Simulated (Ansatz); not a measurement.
An Ansatz (a first-principles code) run: Re3Pd; DFT with PBEsol, PAW potentials and a 420 eV plane-wave cutoff in Ansatz, no spin-orbit coupling.

Input:

Ansatz 0.2 input:
```yaml
crystal:
  lattice:
    - [5.4991705603, 0, 0]
    - [-2.7495852802, 4.762421405, 0]
    - [0, 0, 4.3926738174]
  atoms:
    - { symbol: Re, position: [0.8394603558, 0.1605396442, 0.75] }
    - { symbol: Re, position: [0.1605396442, 0.8394603558, 0.25] }
    - { symbol: Re, position: [0.6789207115, 0.8394603558, 0.25] }
    - { symbol: Re, position: [0.3210792885, 0.1605396442, 0.75] }
    - { symbol: Re, position: [0.8394603558, 0.6789207115, 0.75] }
    - { symbol: Re, position: [0.1605396442, 0.3210792885, 0.25] }
    - { symbol: Pd, position: [0.6666666667, 0.3333333333, 0.25] }
    - { symbol: Pd, position: [0.3333333333, 0.6666666667, 0.75] }
basis: { ecutwfc: 420, ecutrho_ratio: 4, xc_grid: 2, fft_grid_basis: typed }
kpoints: { mp_grid: { grid: [10, 10, 11] } }
hamiltonian:
  xc: pbesol
  dispersion: none
  pseudopotentials: { kind: paw }
scf: { occupations: { method: fermi_dirac, width: 0.05 }, convergence: { dr2_threshold: 0.0000000008 } }
output: { forces: true, stress: true }
```

Output (explanatory and most iteration lines left out):

```
Pseudopotential: Re, paw, valence charge 15
Pseudopotential: Pd, paw, valence charge 18
Crystal: 8 atoms, lattice volume = 115.041 Å³
Basis set: ecut = 420 eV, 2277 PW (Γ), exchange–correlation on 80×80×60 points (8 copies of the dense FFT grid, shifted against one another)
Bands: 72, of which v1, the nominal top of the filled ones, is band 63 counted from 1 (62 counted from 0)
Symmetry: 24 space group operations
Space group: P63/mmc (ITA 194), of the structure as read, at distance tolerance 4.9e-5 Å
k-points: 84 of 1100
Functional: x = pbesol(κ = 0.804, μ = 0.12345679012345678), c = pbesol(β = 0.046)
SCF iter   1: F=—  HF=-78237.513559 eV  |F-HF|=—  |Δ(HF+E_count)|=         —  Δρ=1.71e-2  dr2=3.49e-1  ethr=1.77e-3  ⟨swp⟩=5.0  Hψ=20022  notcnv=0
SCF iter   2: F=—  HF=-78237.471680 eV  |F-HF|=—  |Δ(HF+E_count)|=   4.19e-2  Δρ=6.98e-3  dr2=5.22e-2  ethr=2.77e-4  ⟨swp⟩=2.0  Hψ=7662  notcnv=0  defer=77
SCF 1 converged in 8 iterations: F = -78237.464376 eV  dr2 = 1.20e-10
SCF converged after 8 iterations
Free energy (F): -78237.464376 eV
Internal energy: -78237.440125 eV  (E = F + TS)
E sigma→0 (E₀):  -78237.452251 eV
Entropy (-TS):   -0.024250 eV (-3.031 meV/atom)
Fermi energy:    24.025626 eV
--- Forces (eV/Å), atoms counted from 1 ---
  atom   1  Re     0.00047456    -0.00027398     0.00000000
  atom   2  Re    -0.00047456     0.00027398     0.00000000
  atom   3  Re     0.00047456     0.00027398     0.00000000
  atom   4  Re    -0.00047456    -0.00027398     0.00000000
  atom   5  Re    -0.00000000     0.00054797     0.00000000
  atom   6  Re     0.00000000    -0.00054797     0.00000000
  atom   7  Pd     0.00000000     0.00000000     0.00000000
  atom   8  Pd    -0.00000000    -0.00000000     0.00000000
--- Stress (GPa, compression-positive) ---
       -0.005592      -0.000000       0.000000
       -0.000000      -0.005592       0.000000
        0.000000       0.000000      -0.004504
  P = ⅓ Tr σ = -0.0052 GPa (-0.052 kbar)
```

No phonon test of stability was made. The final runs are not spin-polarised. The cell is Re$_{3}$Pd (space group P6_3/mmc, No. 194; a cell from a computed database, its experimental status unchecked).
